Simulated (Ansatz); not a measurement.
**AlRu, response to strain**

The reference is AlRu in the CsCl type structure (space group Pm-3m, No. 221; a = 3.0048 Å; relaxed with 0.1 eV smearing).

Strains are applied to the cell and any free atomic positions relax.

Calculations: DFT with PBE, PAW potentials and a 420 eV plane-wave cutoff in Ansatz (a quantum-chemistry and plane-wave program), spin-orbit coupling left out.

Candidates:
(a) isotropic strain +1.50 %
(b) isotropic strain +1.00 %
(c) isotropic strain +0.50 %
(d) isotropic strain −2.50 %
(e) isotropic strain +3.00 %

Notes on the quantities. energy relative to the base: free energy F.

**Question.** Order them by energy relative to the base, highest first.

**Answer.** (e) isotropic strain +3.00 % (+63 meV/atom), (d) isotropic strain −2.50 % (+53 meV/atom), (a) isotropic strain +1.50 % (+17 meV/atom), (b) isotropic strain +1.00 % (+7.5 meV/atom), (c) isotropic strain +0.50 % (+1.9 meV/atom)

No phonon test of stability was made. The final runs are not spin-polarised.
